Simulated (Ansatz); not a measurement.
Consider the following.

```xyz
4
Lattice="-1.6922 1.6922 5.6673 1.6922 -1.6922 5.6673 1.6922 1.6922 -5.6673" Properties=species:S:1:pos:R:3 pbc="T T T"
Ta     1.6922     0.0000     5.6749
Ta     0.0000     0.0000     8.5085
As     1.6922     0.0000     0.9287
As     0.0000     0.0000     3.7623
```

Method: PBEsol, rigid bands (plane waves, PAW, scalar-relativistic; Ansatz, an electronic-structure program). Condition of this run: hydrostatic pressure 10 GPa (the target of the relaxation). Geometry: cell and atoms relaxed with PBEsol, then loaded as said.

Task: Is this a good metal at this level?

Result: No. No gap is resolved, and few carriers conduct, as in a semimetal or a zero-gap semiconductor. N(E_F) = 0.094 states/eV a cell at 300 K and the Drude plasma energy along the best axis is 1.11 eV, several times under that of a simple or noble metal.

Spin-orbit coupling is left out; it can open or close a small gap.
